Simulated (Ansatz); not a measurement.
Start from BeS in the zinc blende structure (space group F-43m, No. 216; a = 4.869 Å). Axes: x, y, z lie along the cube axes.

The values are results of Kohn–Sham DFT with the r2SCAN functional, run in Ansatz (a quantum-chemistry and plane-wave program) with PAW and 500 eV plane waves, no spin-orbit coupling, not measurements.

Base values:

```
Quantity   Result
--------  -------
Band gap  3.59 eV
```

Now apply this change: biaxial strain −0.83 %, plane normal [111], relaxed out of plane (Cartesian); in-plane vectors clamped, the third vector and the atoms free.

Estimate the effect on the ratio −ε⊥/ε∥.

The ratio −ε⊥/ε∥ amounts to 0.37.

Estimate the effect on the band gap.

The band gap falls by 0.06 eV, from 3.59 eV to 3.53 eV.

How does this affect the energy relative to the base?

The energy goes up by 1.5 meV/atom.

Stability against distortions was not tested.
